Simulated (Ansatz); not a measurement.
BeSe (F-43m), Ansatz (a first-principles code) with HSE06, rigid bands: N_c = 1.83e19 cm⁻³ at 300 K and an electron conductivity mass of 0.341 mₑ.

Question: For 1e16 electrons per cm³ at 300 K, place the Fermi level, estimate the Seebeck coefficient of a parabolic band with constant τ, and give mobility and conductivity for τ = 50 fs.

Answer: The level lies k_BT ln(N_c/n) = 0.194 eV below the conduction-band minimum. S ≈ −(k_B/e)[ln(N_c/n) + 5/2] = -863 μV/K, against -859 μV/K from the full bands (mean over directions). μ = eτ/m = 258 cm²/(V·s) and σ = neμ = 0.413 S/cm. τ is assumed, not computed.

Band transport and this doping are assumed; polarons and phonon drag are left out. Spin-orbit coupling is left out. Geometry: cell and atoms relaxed with PBEsol.
